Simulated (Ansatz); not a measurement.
Worked example: relaxation of the atoms of Fe3Si (I4mm, 4 atoms in the cell) in Ansatz (a quantum-chemistry and plane-wave program).

Method: LDA (PW92), default PAW files made with PBE (plane waves; Ansatz).

The change in words: one atom moved by 0.15 angstrom; relax: default → atoms; relax.f_tol: default → 0.1 eV/Å. Reference geometry:
```yaml
crystal:
  lattice:
    - [0.00000, 2.79963, 2.79963]
    - [2.79963, 0.00000, 2.79963]
    - [2.79963, 2.79963, 0.00000]
  atoms:
    - { symbol: Fe, position: [0.75000, 0.75000, 0.75000], spin: 4.0 }
    - { symbol: Fe, position: [0.25000, 0.25000, 0.25000], spin: 4.0 }
    - { symbol: Fe, position: [0.50000, 0.50000, 0.50000], spin: 4.0 }
    - { symbol: Si, position: [0.00000, 0.00000, 0.00000] }
```
(The spins are starting values, not results.)

Reference input (self-consistent single point, DFT, LDA (PW92), plane waves, default PAW files made with PBE): basis.ecutwfc = 420 eV; kpoints.mp_grid.grid = 10 10 10; hamiltonian.xc = lda; hamiltonian.pseudopotentials = {kind: paw} (the program's default PAW files); magnetization.spin_polarized = true; scf.occupations.method = gaussian; scf.occupations.width = 0.1 eV. This run's input differs from it in these lines:

```diff
@@ -8,3 +8,3 @@
     - { symbol: Fe, position: [0.25000000, 0.25000000, 0.25000000], spin: 4.0 }
-    - { symbol: Fe, position: [0.50000000, 0.50000000, 0.50000000], spin: 4.0 }
+    - { symbol: Fe, position: [0.52678900, 0.52678900, 0.47321100], spin: 4.0 }
     - { symbol: Si, position: [0.00000000, 0.00000000, 0.00000000] }
@@ -25,2 +25,4 @@
     width: 0.1
+relax:
+  f_tol: 0.1
 output:
```

Log, with long lists cut:

```
   [... SCF lines of the steps left out ...]
relax step   1: F+E_penalty+E_count = -13869.90733572 eV  Δ(F+E_penalty+E_count) = +0.000e0 eV  max|allowed force component| = 1.165e0 eV/Å  Δτ_max = 0.0000 Å  (12 SCF iters, dr2 threshold 1.00e-4 eV, accepted)
relax step   2: F+E_penalty+E_count = -13869.94673344 eV  Δ(F+E_penalty+E_count) = -3.940e-2 eV  max|allowed force component| = 8.470e-1 eV/Å  Δτ_max = 0.0298 Å  (9 SCF iters, dr2 threshold 8.48e-5 eV, accepted)
relax step   3: F+E_penalty+E_count = -13869.99350650 eV  Δ(F+E_penalty+E_count) = -4.677e-2 eV  max|allowed force component| = 8.542e-3 eV/Å  Δτ_max = 0.0819 Å  (9 SCF iters, dr2 threshold 4.48e-5 eV, accepted)
relax step   4: F+E_penalty+E_count = -13869.99351109 eV  Δ(F+E_penalty+E_count) = -4.592e-6 eV  max|allowed force component| = 8.502e-3 eV/Å  Δτ_max = 0.0000 Å  (5 SCF iters, accepted)
the relaxation is at rest under the 8 symmetry operations that the run kept from its start: a minimum is not shown …
the relaxation's final electronic state is not compared with the one that a single-point calculation of its input finds at the relaxed geometry …
Stability not checked: this state was not tested for a lower state beside it, because too few of the mixer's solves of this state at the end of the SCF gave a …
Magnetization: 4.8132 μB (28.4066 up, 23.5934 down)
   [... lines left out ...]
Absolute magnetization: 5.0917 μB (∫|ρ↑−ρ↓|, with the PAW one-centre terms)
Free energy (F): -13869.993511 eV
Fermi energy:    17.867206 eV
   [... lines left out ...]
  atoms:
    - { symbol: Fe, position: [0.7566705083547514, 0.7566705083547514, 0.7433294916452484] }
    - { symbol: Fe, position: [0.25667050835475136, 0.25667050835475136, 0.24332949164524859] }
    - { symbol: Fe, position: [0.5068559119556173, 0.5068559119556173, 0.4931440880443826] }
    - { symbol: Si, position: [0.006592071334879953, 0.006592071334879953, -0.006592071334879953] }
```

The run converged. 

Summary of the result:
```
Quantity                                                 Result
-----------------------------------------------  --------------
Free energy E − TS (on the zero of these files)  -13869.9935 eV
Fermi level (on the code's own zero)                   17.87 eV
Pressure                                             -15.71 GPa
Largest force (vector length)                        0.009 eV/Å
Size of the cell's spin moment                          4.81 μB
Relaxation steps                                              4
```

The starting cell comes from a database of computed structures (which also holds hypothetical and non-ambient phases and stackings), without a prior relaxation at this level. Its lattice was rescaled by up to half a per cent. For this run, on top of that: one atom moved by 0.15 angstrom. The magnetic order is the one reached from the typed start; others were not searched systematically. The relaxation keeps the symmetry of its start, so its end need not be a minimum. Ansatz's pressure includes its estimate of the finite-basis (Pulay) stress.

Cost on one core of a shared machine: roughly 3 min.

Keys are those of Ansatz 0.2.
